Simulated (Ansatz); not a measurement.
We consider BeS (model structure, from the wurtzite type, P6₃mc, No. 186), described by G0W0@PBEsol (hard PAW, contour deformation; Ansatz, a quantum-chemistry and plane-wave program).

The cell is the one relaxed with PBEsol. Conventional cell: a = 3.4127 Å, b = 3.4127 Å, c = 5.6223 Å, α = 90.00°, β = 90.00°, γ = 120.00°.

The quasiparticle gap at Γ at a fixed k mesh 3×3×2:

| response cutoff | value (eV) |
|---|---|
| 200 eV, 669 empty bands | 6.589 |
| 250 eV, 935 empty bands | 6.613 |
| 300 eV, 1229 empty bands | 6.629 |
| 400 eV, 1893 empty bands | 6.648 |

Task: Taking the value to converge with the response cutoff E as E^(−3/2), extrapolate from the last two rows.

Result: With y = y∞ + c/w and weights w = 5196 and 8000 for the last two rows, y∞ = (w2 y2 − w1 y1)/(w2 − w1) = (8000 × 6.648 − 5196 × 6.629)/2804 = 6.683 eV, which lies 0.035 beyond the last row. Successive pairs of rows give 6.673, 6.680, 6.683. The limit also hangs on the law assumed, so its last digits aren't firm.

The other settings are not extrapolated, so this is the limit in one setting alone.

The smallest gap on this mesh is 4.95 eV, away from Γ.

A model structure was made by putting elements into a prototype or built by hand; it is no filed structure, need not be a known phase, and can be a saddle point held by its symmetry.
